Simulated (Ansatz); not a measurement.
MgS: isotropic strain +2.50 %

Consider MgS in the rock salt structure (space group Fm-3m, No. 225; a = 5.230 Å).

Perturbation: every lattice vector is stretched by 2.50 %, atoms relaxed at fixed cell.

Method: Ansatz (an electronic-structure program) PBE, spin-orbit coupling left out. Γ-centred 11×11×11 mesh, Fermi–Dirac width 0.05 eV.

| quantity | base | changed | shift |
|---|---|---|---|
| volume per atom | 17.88 Å³ | 19.25 Å³ | +1.37 Å³ |
| space group | Fm-3m (No. 225) | Fm-3m (No. 225) | – |
| energy relative to the base (free energy F) | 0 meV/atom | +21 meV/atom | +21 meV/atom |
| pressure | 0.00 GPa | -4.71 GPa | -4.71 GPa |
| band gap | 2.76 eV | 2.59 eV | -0.163 eV |
| gap character | indirect, Γ → X | indirect, Γ → X | – |
| smallest direct gap | 3.60 eV | 3.06 eV | -0.54 eV |
| mean gap deformation potential ΔEg/Δln V | – | -2.2 eV | – |
| electron mass | 0.52 mₑ along k, 0.29 mₑ across (at X) | 0.51 mₑ along k, 0.29 mₑ across (at X) | – |
| valley order (the lowest conduction-band minima on the path, energy above the VBM, named in the base's zone) | X along ⟨100⟩ 2.76 eV; Γ 3.60 eV | X along ⟨100⟩ 2.59 eV; Γ 3.06 eV | – |

Masses are band curvatures over ±0.01 Å⁻¹ around the edge. Along k means along the line from Γ to the band edge. Whether these cells are dynamically stable was not tested.
